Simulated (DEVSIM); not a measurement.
System: Schottky contact on n-type GaAs, at 300 K.

Layer 1 from the left is GaAs, thickness (μm) 11.0, Nd (cm⁻³) 7.6e15, τn (s) 7.6e-9, τp (s) 7.6e-9.

Left contact: Schottky, work function 4.81 eV, emission velocity 1.8e6 cm/s. Right contact: ohmic. Voltage is applied to the left contact. Recombination: SRH at mid-gap, radiative, Auger. Mobility is μmin + (μ − μmin)/(1 + (N/Nref)^α).

The device is made up for the run: typed textbook-type constants, with dimensions and the other settings drawn at random. Values at 300 K.

GaAs: gap (eV) 1.424, affinity (eV) 4.07, permittivity 12.9, Nc (cm⁻³) 4.7e17, Nv (cm⁻³) 9e18, μn (cm²/Vs) 8500, μp (cm²/Vs) 400, μn,min 500, μp,min 20, Nref,n 6e16, Nref,p 1.5e17, αn 0.39, αp 0.38, B (cm³/s) 2e-10, Cn (cm⁶/s) 1e-30, Cp (cm⁶/s) 1e-30.

Task: Estimate by hand the built-in potential, the peak field at zero bias, the capacitance at -0.6 V, and compare with a numerical solution.

Result: 
- Built-in potential: barrier φB = 0.740 eV; Vbi = φB − kT/q ln(N_band/N) = 0.633 V; numerical 0.633 V.
- Peak field at zero bias: depletion approximation: W = √(2εVbi/(qN)) = 0.345 μm with N = 7.60e15 cm⁻³; field = 2Vbi/W = 36700 V/cm; numerical 35900 V/cm (estimate above by 2.2 %).
- Capacitance at -0.6 V: C = √(qεN / 2(Vbi + |V|)) = 23.7 nF/cm²; numerical 24.0 nF/cm² (estimate below by 1.0 %).

Model (solved in DEVSIM): 1D drift-diffusion, Boltzmann statistics, complete ionisation; no tunnelling, impact ionisation, image-force lowering or self-heating. Metal contacts follow the ideal Schottky-Mott rule: no Fermi-level pinning, no interface dipoles.
